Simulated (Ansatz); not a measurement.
Hypothetical Pm-3n BN, pressure series

Consider BN (space group Pm-3n, No. 223; a hypothetical phase, not in the database extracts checked).

BN is taken in the cubic space group Pm-3n (No. 223), Pearson symbol cP12. Conventional cell: a = b = c = 4.440 Å, α = β = γ = 90.00°. B on 6c sees 4 N at 1.570 Å. N on 6d has 4 B at 1.570 Å. (Neighbours: up to the widest gap in distance over summed covalent radii, below 1.35, at either atom.)

Cell and atoms are relaxed at each pressure.

Levels (all Ansatz, a first-principles code, PAW): PBE (420 eV, no spin-orbit coupling); PBEsol (420 eV, no spin-orbit coupling).

The base cell above is that of PBE; each level relaxes its own structures.

| case | lattice parameter a, PBE | lattice parameter a, PBEsol |
|---|---|---|
| pressure −2 GPa | 4.451 Å | 4.429 Å |
| pressure −1 GPa | 4.445 Å | 4.424 Å |
| pressure 0.3 GPa | 4.439 Å | 4.418 Å |
| pressure 0.7 GPa | 4.437 Å | 4.416 Å |
| pressure 1.5 GPa | 4.433 Å | 4.412 Å |
| pressure 3 GPa | 4.425 Å | 4.405 Å |
| pressure 5 GPa | 4.416 Å | 4.396 Å |
| pressure 7.5 GPa | 4.404 Å | 4.384 Å |
| pressure 10 GPa | 4.393 Å | 4.373 Å |

PBE lies above PBEsol in every row, by 0.019 Å to 0.021 Å. They put the cases in the same order.

Load acts through the strain it causes; cell and atoms are relaxed under it. Stability against distortions was not tested. No other phases were tried under pressure.
